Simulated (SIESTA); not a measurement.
Input and output of a self-consistent single point for La (P6_3/mmc, 2 atoms in the cell) (SIESTA).

Computed with GGA PBE, numerical atomic orbitals DZP, PseudoDojo PBE standard norm-conserving potentials (rewritten from UPF to PSML) (SIESTA).

The change in words: lattice scaled by 0.98. Reference geometry:
```yaml
crystal:
  lattice:
    - [3.74628, 0.00000, 0.00000]
    - [-1.87314, 3.24438, 0.00000]
    - [0.00000, 0.00000, 6.08245]
  atoms:
    - { symbol: La, position: [0.33333, 0.66667, 0.25000] }
    - { symbol: La, position: [0.66667, 0.33333, 0.75000] }
```

Reference input (self-consistent single point, DFT, GGA PBE, numerical atomic orbitals DZP, PseudoDojo PBE standard norm-conserving potentials (rewritten from UPF to PSML)): XC.functional = GGA; XC.authors = PBE; potentials = PseudoDojo PBE standard; PAO.BasisSize = DZP; PAO.EnergyShift = 0.01 Ry; MeshCutoff = 350 Ry; kgrid.MonkhorstPack = 13 13 7; OccupationFunction = MP; OccupationMPOrder = 0; ElectronicTemperature = 0.136 eV; MaxSCFIterations = 150; SCF.Mixer.Method = Pulay. This run's input differs from it in these lines:

```diff
@@ -9,7 +9,7 @@
 %endblock ChemicalSpeciesLabel
-LatticeConstant              3.746285 Ang
+LatticeConstant              3.671359 Ang
 %block LatticeVectors
      1.000000000    0.000000000    0.000000000
-    -0.499999867    0.866025142    0.000000000
-     0.000000000    0.000000000    1.623594040
+    -0.499999864    0.866025088    0.000000000
+     0.000000000    0.000000000    1.623594151
 %endblock LatticeVectors
@@ -17,4 +17,4 @@
 %block AtomicCoordinatesAndAtomicSpecies
-    -0.000001540    2.162919081    1.520611500  1
-     1.873144540    1.081457919    4.561834500  1
+    -0.000001502    2.119660393    1.490199250  1
+     1.835681502    1.059828607    4.470597750  1
 %endblock AtomicCoordinatesAndAtomicSpecies
```

Log, with long lists cut:

```
        iscf     Eharris(eV)        E_KS(eV)     FreeEng(eV)     dDmax    Ef(eV) dHmax(eV)
   scf:    1    -1896.308206    -1908.789400    -1908.812197  1.573911 -4.828244  1.782245
   scf:    2    -1908.901449    -1908.846087    -1908.869011  0.019766 -4.857414  1.526834
   scf:    3    -1909.110451    -1909.000862    -1909.024589  0.112612 -5.032437  0.015765
   scf:    4    -1909.001019    -1909.000962    -1909.024722  0.004034 -5.032661  0.023989
   scf:    5    -1909.001062    -1909.001024    -1909.024772  0.001870 -5.026525  0.007110
   scf:    6    -1909.001032    -1909.001029    -1909.024777  0.000650 -5.026375  0.000798
   scf:    7    -1909.001028    -1909.001028    -1909.024777  0.000080 -5.026289  0.000246
SCF Convergence by DM+H criterion
max |DM_out - DM_in|         :     0.0000795805
max |H_out - H_in|      (eV) :     0.0002463870
SCF cycle converged after 7 iterations

Using DM_out to compute the final energy and forces

siesta: E_KS(eV) =            -1909.0010

siesta: E_KS - E_eggbox =     -1909.0010

siesta: Atomic forces (eV/Ang):
     1    0.000003   -0.000002    0.000000
     2   -0.000003    0.000002    0.000000
   Tot   -0.000000    0.000000    0.000000
   Max    0.000003
   Res    0.000002    sqrt( Sum f_i^2 / 3N )
   Max    0.000003    constrained

Stress tensor Voigt[x,y,z,yz,xz,xy] (kbar):      -31.23      -31.23      -44.56        0.00       -0.00        0.00
(Free)E + p*V (eV/cell)    -1907.4755
Target enthalpy (eV/cell)    -1909.0248

siesta: Program's energy decomposition (eV):
siesta: FreeEng =     -1909.024777

   [... lines left out ...]
siesta: Cell volume =         69.580655 Ang**3
siesta:          35.67358929         35.67363918  kBar
   [... lines left out ...]

             -0.055  -0.042  -0.045
   2 11.000   1.790   0.460   0.129   1.861   1.851   1.861   0.237   0.262
              0.237   0.504   0.488   0.553   0.488   0.504  -0.045  -0.042

             -0.055  -0.042  -0.045

mulliken: Qtot =       22.000

Mulliken Atomic Populations:
Atom #   charge [q] valence [e]  Species
     1     0.000000   11.000000  La
     2    -0.000000   11.000000  La
 Total     0.000000
```

The run converged in 7 iterations. Against the reference run the free energy rises by 28.8 meV/atom and the pressure goes from 0.79 to 3.57 GPa.

The starting cell was generated: these elements placed on a structure prototype, without a prior relaxation; it need not be a known phase or ordering of this composition. Its lattice was rescaled by a random factor within 2.5 % of one. For this run, on top of that: lattice scaled by 0.98. Values carry the incompleteness of an atom-centred basis. With a pressure of about 4 GPa the cell is away from its equilibrium volume at this level.

Cost on one core of a shared machine: roughly 30 s.
